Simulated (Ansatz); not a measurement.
## TiC: pressure series

Consider TiC in the rock salt structure (space group Fm-3m, No. 225).

```
CELL_PARAMETERS angstrom
      0.00000     2.16633     2.16633
      2.16633     0.00000     2.16633
      2.16633     2.16633     0.00000
ATOMIC_POSITIONS crystal
  C  0.00000 0.00000 0.00000
  Ti 0.50000 0.50000 0.50000
```

Cell and atoms are relaxed at each pressure.

Levels (all Ansatz, a program for electronic structure, PAW, earlier PAW set): PBE (420 eV, no spin-orbit coupling); r2SCAN (500 eV, no spin-orbit coupling).

The base cell above is that of PBE; each level relaxes its own structures.

| case | lattice parameter a, PBE | lattice parameter a, r2SCAN |
|---|---|---|
| pressure −2 GPa | 4.344 Å | 4.340 Å |
| pressure −1 GPa | 4.338 Å | 4.334 Å |
| pressure 0.9 GPa | 4.328 Å | 4.324 Å |
| pressure 2.1 GPa | 4.321 Å | 4.317 Å |
| pressure 4.5 GPa | 4.308 Å | 4.305 Å |
| pressure 9 GPa | 4.284 Å | 4.282 Å |
| pressure 15 GPa | 4.256 Å | 4.255 Å |
| pressure 22.5 GPa | 4.223 Å | 4.223 Å |
| pressure 30 GPa | 4.193 Å | 4.194 Å |

The two levels differ by at most about 0.005 Å. They put the cases in the same order.

Load acts through the strain it causes; cell and atoms are relaxed under it. Whether these cells are dynamically stable was not tested. No other phases were tried under pressure. All final runs are without spin polarisation.
